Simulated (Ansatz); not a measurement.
Results of PBEsol (Ansatz, a program for electronic structure, plane waves, PAW) for AlN2H6F3 (C2/m, No. 12, 12 atoms in the cell; start mp-1228986).

Input:

Ansatz 0.2 input:
```yaml
crystal:
  lattice:
    - [4.8715760237, -1.8977849644, 0.0638388476]
    - [4.8715760237, 1.8977849644, 0.0638388476]
    - [-4.6806326529, 0.0, 5.1322161976]
  atoms:
    - { symbol: Al, position: [0.0, 0.0, 0.0] }
    - { symbol: H, position: [0.3264383475, 0.3264383475, 0.4543906646] }
    - { symbol: H, position: [0.6735616525, 0.6735616525, 0.5456093354] }
    - { symbol: H, position: [0.1222846016, 0.5468681496, 0.2568428166] }
    - { symbol: H, position: [0.8777153984, 0.4531318504, 0.7431571834] }
    - { symbol: H, position: [0.4531318504, 0.8777153984, 0.7431571834] }
    - { symbol: H, position: [0.5468681496, 0.1222846016, 0.2568428166] }
    - { symbol: N, position: [0.2751922418, 0.2751922418, 0.269572379] }
    - { symbol: N, position: [0.7248077582, 0.7248077582, 0.730427621] }
    - { symbol: F, position: [0.9870670527, 0.9870670527, 0.2460635679] }
    - { symbol: F, position: [0.0129329473, 0.0129329473, 0.7539364321] }
    - { symbol: F, position: [0.5, 0.5, 0.0] }
basis:
  ecutwfc: 520
  ecutrho_ratio: 4
  xc_grid: 2
kpoints:
  mp_grid: { grid: [10, 10, 8] }
  band_path:
    path:
      - [0.0, 0.0, 0.0]
      - [-0.031786, 0.031786, 0.0]
      - [-0.063573, 0.063573, 0.0]
      - [-0.095359, 0.095359, 0.0]
      - [-0.127146, 0.127146, 0.0]
      - [-0.158932, 0.158932, 0.0]
      - [-0.190719, 0.190719, 0.0]
      - [-0.222505, 0.222505, 0.0]
      - [-0.254292, 0.254292, 0.0]
      - [-0.286078, 0.286078, 0.0]
      - [-0.317865, 0.317865, 0.0]
      - [-0.682135, -0.317865, 0.0]
      - [-0.645708, -0.354292, 0.0]
      - [-0.609281, -0.390719, 0.0]
      - [-0.572854, -0.427146, 0.0]
      - [-0.536427, -0.463573, 0.0]
      - [-0.5, -0.5, 0.0]
      - [-0.4375, -0.4375, 0.0]
      - [-0.375, -0.375, 0.0]
      - [-0.3125, -0.3125, 0.0]
      - [-0.25, -0.25, 0.0]
      - [-0.1875, -0.1875, 0.0]
      - [-0.125, -0.125, 0.0]
      - [-0.0625, -0.0625, 0.0]
      - [-0.083333, -0.083333, 0.083333]
      - [-0.166667, -0.166667, 0.166667]
      - [-0.25, -0.25, 0.25]
      - [-0.333333, -0.333333, 0.333333]
      - [-0.416667, -0.416667, 0.416667]
      - [-0.5, -0.5, 0.5]
      - [-0.53067, -0.46933, 0.5]
      - [-0.56134, -0.43866, 0.5]
      - [-0.59201, -0.40799, 0.5]
      - [-0.62268, -0.37732, 0.5]
      - [-0.65335, -0.34665, 0.5]
      - [-0.68402, -0.31598, 0.5]
      - [-0.71469, -0.28531, 0.5]
      - [-0.74536, -0.25464, 0.5]
      - [-0.25464, 0.25464, 0.5]
      - [-0.22281, 0.22281, 0.5]
      - [-0.19098, 0.19098, 0.5]
      - [-0.15915, 0.15915, 0.5]
      - [-0.12732, 0.12732, 0.5]
      - [-0.09549, 0.09549, 0.5]
      - [-0.06366, 0.06366, 0.5]
      - [-0.03183, 0.03183, 0.5]
      - [0.0, 0.0, 0.5]
      - [0.0, 0.0, 0.4]
      - [0.0, 0.0, 0.3]
      - [0.0, 0.0, 0.2]
      - [0.0, 0.0, 0.1]
      - [-0.5, 0.0, 0.5]
      - [-0.444444, 0.0, 0.444444]
      - [-0.388889, 0.0, 0.388889]
      - [-0.333333, 0.0, 0.333333]
      - [-0.277778, 0.0, 0.277778]
      - [-0.222222, 0.0, 0.222222]
      - [-0.166667, 0.0, 0.166667]
      - [-0.111111, 0.0, 0.111111]
      - [-0.055556, 0.0, 0.055556]
      - [-0.055556, 0.0, 0.0]
      - [-0.111111, 0.0, 0.0]
      - [-0.166667, 0.0, 0.0]
      - [-0.222222, 0.0, 0.0]
      - [-0.277778, 0.0, 0.0]
      - [-0.333333, 0.0, 0.0]
      - [-0.388889, 0.0, 0.0]
      - [-0.444444, 0.0, 0.0]
      - [-0.5, 0.0, 0.0]
    npoints: 1
hamiltonian:
  xc: pbesol
  dispersion: none
  pseudopotentials: { kind: paw }
scf:
  occupations: { method: fermi_dirac, width: 0.01 }
  convergence: { dr2_threshold: 0.0000000012 }
output:
  forces: true
  stress: true
  eigenvalues: true
  write_bands: true
```

**Question.** How many irreducible k-points, plane waves at Γ does the program set up, and what pressure does the run end with?

**Answer.** 227 irreducible k-points, 2597 plane waves at Γ; P = -0.43 GPa, so the cell is stretched on average and its volume would shrink at this level.

Output (set-up and result lines):

```
Crystal: 12 atoms, lattice volume = 96.031 Å³
Basis set: ecut = 520 eV, 2597 PW (Γ), exchange–correlation on 80×80×108 points (8 copies of the dense FFT grid, shifted against one another)
Bands: 32, of which v1, the nominal top of the filled ones, is band 20 counted from 1 (19 counted from 0)
Symmetry: 4 space group operations
Space group: C2/m (ITA 12), of the structure as read, at distance tolerance 4.6e-5 Å
k-points: 227 of 800
Functional: x = pbesol(κ = 0.804, μ = 0.12345679012345678), c = pbesol(β = 0.046)
SCF iter   1: F=—  HF=-3786.252391 eV  |F-HF|=—  |Δ(HF+E_count)|=         —  Δρ=1.08e-2  dr2=7.43e-2
SCF iter   2: F=—  HF=-3786.235177 eV  |F-HF|=—  |Δ(HF+E_count)|=   1.72e-2  Δρ=5.41e-3  dr2=1.42e-2
  ...
SCF iter   8: F=—  HF=-3786.231504 eV  |F-HF|=—  |Δ(HF+E_count)|=   3.96e-8  Δρ=1.95e-6  dr2=1.29e-9
SCF iter   9: F=-3786.231504 eV  HF=-3786.231504 eV  |F-HF|=1.18e-10  |Δ(HF+E_count)|=   2.60e-9  Δρ=3.15e-7  dr2=4.93e-11
SCF 1 converged in 9 iterations: F = -3786.231504 eV  dr2 = 4.93e-11
SCF converged after 9 iterations
Free energy (F): -3786.231504 eV
Internal energy: -3786.231504 eV  (E = F + TS)
E sigma→0 (E₀):  -3786.231504 eV
Fermi energy:    3.236774 eV
--- Forces (eV/Å), atoms counted from 1 ---
  atom   1  Al     0.00000000     0.00000000    -0.00000000
  atom   2  H     -0.07407097     0.00000000     0.16036327
  atom   3  H      0.07407097    -0.00000000    -0.16036327
  atom   4  H      0.14077238     0.17181282    -0.03017353
  atom   5  H     -0.14077238    -0.17181282     0.03017353
  atom   6  H     -0.14077238     0.17181282     0.03017353
  atom   7  H      0.14077238    -0.17181282    -0.03017353
  atom   8  N     -0.21329782     0.00000000    -0.19360260
  atom   9  N      0.21329782    -0.00000000     0.19360260
  atom  10  F      0.03498192    -0.00000000    -0.09668078
  atom  11  F     -0.03498192     0.00000000     0.09668078
  atom  12  F      0.00000000     0.00000000     0.00000000
--- Stress (GPa, compression-positive) ---
       -0.714960       0.000000      -0.353099
        0.000000      -0.262189       0.000000
       -0.353099       0.000000      -0.300123
  P = ⅓ Tr σ = -0.4258 GPa (-4.258 kbar)
```

The PAW data were made under PBE.

Note: cell and atoms aren't relaxed at this level (largest force component 0.21 eV/Å, pressure -0.4 GPa).

A start named mp-… is a Materials Project structure, which need not be a measured phase.
